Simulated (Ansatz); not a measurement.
Consider PbTe in the rock salt structure (space group Fm-3m, No. 225).

```
CELL_PARAMETERS angstrom
      0.00000     3.26715     3.26715
      3.26715     0.00000     3.26715
      3.26715     3.26715     0.00000
ATOMIC_POSITIONS crystal
  Te 0.50000 0.50000 0.50000
  Pb 0.00000 0.00000 0.00000
```

Level of theory: r2SCAN (Ansatz, a program for electronic structure, PAW, no spin-orbit coupling).

One change was made to it. Results:

```tsv
quantity	base	after
band gap	1.09 eV	0.21 eV
density	7.97 g/cm³	10.59 g/cm³
shortest interatomic distance	3.267 Å	2.972 Å
gap character	direct at L	direct at L
```

Problem. Which change produced these results?
A. pressure 2.1 GPa
B. pressure 22.5 GPa
C. pressure 4.5 GPa

Solution. B, pressure 22.5 GPa. For comparison, the band gap in the other runs: pressure 4.5 GPa gives 0.88 eV; pressure 2.1 GPa gives 0.99 eV.

Spin-orbit coupling, missing from the scalar runs, can matter with Pb and Te. Load acts through the strain it causes; cell and atoms are relaxed under it. Whether these cells are dynamically stable was not tested. Competing high-pressure phases were not computed. The zero or small gap of PbTe under pressure 22.5 GPa can change with the level of theory.
